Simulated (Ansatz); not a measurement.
Results of LDA in Ansatz (plane waves, PAW) for LiBH4 (P6₃mc, No. 186, 12 atoms in the cell; start mp-644223).

Settings: plane-wave cutoff 500 eV, 12×12×6 k mesh (along the axes of the cell as run), gaussian smearing 0.02 eV, scalar-relativistic PAW data made under PBE.

Cell (relaxed at this level):

```
LiBH4
1.0
    4.06814     0.00000     0.00000
   -2.03407     3.52312     0.00000
    0.00000     0.00000     6.88969
Li B H
2 2 8
Direct
  0.33333   0.66667   0.09442
  0.66667   0.33333   0.59442
  0.33333   0.66667   0.53932
  0.66667   0.33333   0.03932
  0.33333   0.66667   0.36280
  0.66667   0.33333   0.86280
  0.17005   0.34011   0.59948
  0.82995   0.17005   0.09948
  0.65989   0.82995   0.59948
  0.82995   0.65989   0.09948
  0.17005   0.82995   0.59948
  0.34011   0.17005   0.09948
```

Task: What does this level give for the band gap?

Result: 
- band gap = 6.38 eV (on the SCF k mesh)

Note: the relaxation could not lower the start's symmetry, so the cell can be a saddle point above a distorted one.

It cost around 50 core-seconds (rough) of CPU time.

A start named mp-… is a Materials Project structure, which need not be a measured phase.

Ansatz is a program for electronic structure.
